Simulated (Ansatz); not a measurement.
Functionals compared on CH3 on the 1x1 (0001) surface of hcp Ru, one in a 2x2 cell, started at the site 'bridge Ru-Ru (span 2.7 Å)', in Ansatz (plane waves, PAW). The structure was relaxed with PBE; the other rows are single points on it, each with its references at the same level. Cutoff 420 eV (500 eV for r2SCAN).

Set-up: 20 atoms, 6.3 Å thick at the start under the adsorbate (thin: gaps and levels are the slab's own); mesh 6x6x1; 0.1 eV smearing; dipole correction on; 8 atoms held, the rest relaxed; no symmetry held; no spin, no spin-orbit, no U, no dispersion correction. At the end it is bonded to 3 Ru. In PBE it is, or lies within 0.03 eV of, the lowest of the starts that converged. These notes are the PBE run's. Adsorption energies are against CH4(g) − ½ H2(g). A negative adsorption energy means that the adsorbate is more stable on the surface than in its reference.

```csv
functional,adsorption energy (eV),work function of the top face (eV),change of the work function (eV),rough cost of the single point
PBE,0.35,3.73,-1.27,–
RPBE,?,?,?,about 2.3 core-minutes (a rough figure)
r2SCAN,0.19,3.72,-1.28,about 4 core-minutes (a rough figure)
```

Q: What belongs in the gaps?

A: 
- RPBE, adsorption energy (eV): 0.67
- RPBE, work function of the top face (eV): 3.61
- RPBE, change of the work function (eV): -1.21

Ansatz is a program for electronic structure.
